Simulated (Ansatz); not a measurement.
TiOF (model structure, Cmmm, No. 65, 6 atoms in the cell) was calculated with PBEsol (PAW; Ansatz, a first-principles code).

Run with plane-wave cutoff 520 eV, 12×12×18 k mesh (along the axes of the cell as run), Fermi–Dirac smearing 0.05 eV, spin-polarised with parallel moments, scalar-relativistic PAW data made under PBE.

Cell (relaxed at this level):

```xyz
6
Lattice="3.2523 -3.5986 0.0000 3.2523 3.5986 0.0000 0.0000 0.0000 2.8570" Properties=species:S:1:pos:R:3 pbc="T T T"
Ti     0.0000     0.0000     0.0000
Ti     3.2523     0.0000     1.4285
F      3.2523    -1.5340     0.0000
O      1.3408     0.0000     1.4285
F      3.2523     1.5340     0.0000
O      5.1638     0.0000     1.4285
```
Starting moments (μB, in the order of the record's atoms Ti Ti F O F O): 1.0 1.0 0.0 0.0 0.0 0.0.

Question: Predict the bulk modulus B0.

Answer: 
- bulk modulus B0: 163 GPa

Note: the magnetic order was assumed, not searched for or taken from measurement; the bulk modulus is −V dP/dV from two relaxed cells at ±2 % in volume; the relaxation could raise the start's symmetry but not lower it, so the cell can be a saddle point; functionals without U or exact exchange can leave correlated insulators metallic, so the missing gap need not be real.

Static lattice: no zero-point or thermal effects.

Cost on a shared machine: about 18 core-minutes (a rough figure).

A model structure was made by putting elements into a prototype or built by hand; it is no filed structure, need not be a known phase, and can be a saddle point held by its symmetry.
